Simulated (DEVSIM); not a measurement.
Device: abrupt Si p-n junction, at 400 K.

```tsv
layer (left to right)	material	thickness (μm)	Nd (cm⁻³)	Na (cm⁻³)	τn (s)	τp (s)
1	Si	12.0	-	1.5e19	1.5e-5	1.5e-5
2	Si	0.470	2.2e17	-	1.5e-5	1.5e-5
```

Left contact: ohmic. Right contact: ohmic. Voltage is applied to the left contact. Recombination: SRH at mid-gap, radiative. Mobility is μmin + (μ − μmin)/(1 + (N/Nref)^α).

Constants are typed, rounded textbook-type inputs, not results; the design itself was drawn at random and stands for no fabricated device. Values at 300 K; Nc and Nv go as T^1.5, mobilities as T to minus their exponent, the gap by Varshni's rule with the affinity fixed.

```csv
parameter,Si
gap (eV),1.124
affinity (eV),4.05
permittivity,11.7
Nc (cm⁻³),2.86e19
Nv (cm⁻³),3.1e19
μn (cm²/Vs),1417
μp (cm²/Vs),470
"μn,min",52
"μp,min",45
"Nref,n",9.7e16
"Nref,p",2.2e17
αn,0.68
αp,0.72
T exponent of μn,2.3
T exponent of μp,2.2
B (cm³/s),4.7e-15
Varshni α (eV/K),0.000473
Varshni β (K),636
```

Model (solved in DEVSIM): 1D drift-diffusion, Boltzmann statistics, complete ionisation; no tunnelling, impact ionisation, image-force lowering or self-heating.

The thickness of layer 2 was swept, all else fixed.

```csv
thickness of layer 2 (μm),dark forward voltage at 100 A/cm² (V),dark forward voltage at 1 A/cm² (V)
0.094,0.532,0.363
0.16,0.559,0.395
0.28,[?],[?]
0.47,0.602,0.441
0.8,0.622,0.461
1.4,0.642,0.481
2.3,0.661,0.498
```

Question: What belongs in the gaps?

Answer: 
- 0.28, dark forward voltage at 100 A/cm² (V): 0.582
- 0.28, dark forward voltage at 1 A/cm² (V): 0.420
